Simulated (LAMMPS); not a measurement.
Simulation of a melt of Al (fcc) with 90 % of Al sites Cu, 864 atoms, cooled from 1840 K to 300 K at 1e+14 K/s, at zero pressure.

Model: classical MD, pair style adp, file AlCu.adp (LAMMPS).

Give probability per degree against angle (°) as the simulation yields it.

State found: glass.
```
angle (°)  probability per degree, Al-Cu-Cu  probability per degree, Cu-Cu-Cu  probability per degree, Cu-Al-Cu
---------  --------------------------------  --------------------------------  --------------------------------
34.50                                0.0001                            0.0000                            0.0000
37.50                                0.0002                            0.0000                            0.0000
40.50                                0.0005                            0.0001                            0.0000
43.50                                0.0019                            0.0017                            0.0000
46.50                                0.0053                            0.0061                            0.0000
49.50                                0.0103                            0.0108                            0.0003
52.50                                0.0175                            0.0155                            0.0038
55.50                                0.0257                            0.0191                            0.0140
58.50                                0.0276                            0.0194                            0.0250
61.50                                0.0210                            0.0160                            0.0282
64.50                                0.0126                            0.0117                            0.0236
67.50                                0.0059                            0.0085                            0.0166
70.50                                0.0018                            0.0065                            0.0123
73.50                                0.0006                            0.0052                            0.0083
76.50                                0.0005                            0.0047                            0.0064
79.50                                0.0008                            0.0047                            0.0046
82.50                                0.0015                            0.0047                            0.0037
85.50                                0.0026                            0.0050                            0.0034
88.50                                0.0041                            0.0057                            0.0032
91.50                                0.0057                            0.0068                            0.0034
94.50                                0.0078                            0.0083                            0.0037
97.50                                0.0095                            0.0100                            0.0044
100.5                                0.0122                            0.0113                            0.0062
103.5                                0.0130                            0.0122                            0.0074
106.5                                0.0137                            0.0128                            0.0098
109.5                                0.0137                            0.0126                            0.0122
112.5                                0.0131                            0.0119                            0.0146
115.5                                0.0120                            0.0106                            0.0155
118.5                                0.0106                            0.0094                            0.0151
121.5                                0.0091                            0.0080                            0.0130
124.5                                0.0076                            0.0067                            0.0111
127.5                                0.0061                            0.0058                            0.0086
130.5                                0.0056                            0.0051                            0.0068
133.5                                0.0051                            0.0048                            0.0052
136.5                                0.0041                            0.0047                            0.0052
139.5                                0.0041                            0.0048                            0.0035
142.5                                0.0039                            0.0049                            0.0031
145.5                                0.0042                            0.0052                            0.0024
148.5                                0.0048                            0.0054                            0.0024
151.5                                0.0044                            0.0052                            0.0024
154.5                                0.0045                            0.0048                            0.0025
157.5                                0.0043                            0.0040                            0.0029
160.5                                0.0036                            0.0034                            0.0027
163.5                                0.0029                            0.0028                            0.0033
166.5                                0.0025                            0.0023                            0.0032
169.5                                0.0020                            0.0019                            0.0033
172.5                                0.0015                            0.0014                            0.0034
175.5                                0.0008                            0.0008                            0.0020
178.5                                0.0003                            0.0003                            0.0009
```
